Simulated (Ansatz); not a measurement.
The reference is WSe2 in the 2H-MoS2 type structure (space group P6_3/mmc, No. 194; a = 3.231 Å, c = 12.411 Å; layered, stacked along the Cartesian z axis).

The change: a free-standing slab of 1 layer (3 atoms, 3 a layer) is cut normal to the stacking axis, with 15 Å of vacuum and the in-plane cell relaxed.

Levels (all Ansatz, a quantum-chemistry and plane-wave program, PAW): PBEsol-D3(BJ) (420 eV, scalar-relativistic without spin-orbit coupling); r2SCAN (500 eV, no spin-orbit coupling); HSE06 (420 eV, no spin-orbit coupling).

At the geometry relaxed with PBEsol-D3(BJ), these levels gave the following band gaps, in shuffled order: (a) 1.80 eV, (b) 2.17 eV, (c) 1.64 eV.

Task: Match each gap to its level.

Result: (a) r2SCAN; (b) HSE06; (c) PBEsol-D3(BJ).

Single points use the geometry relaxed with PBEsol-D3(BJ). HSE06 gaps are upper bounds (no full band path). Spin-orbit coupling, missing from the scalar runs, can matter with W. Whether these cells are dynamically stable was not tested.
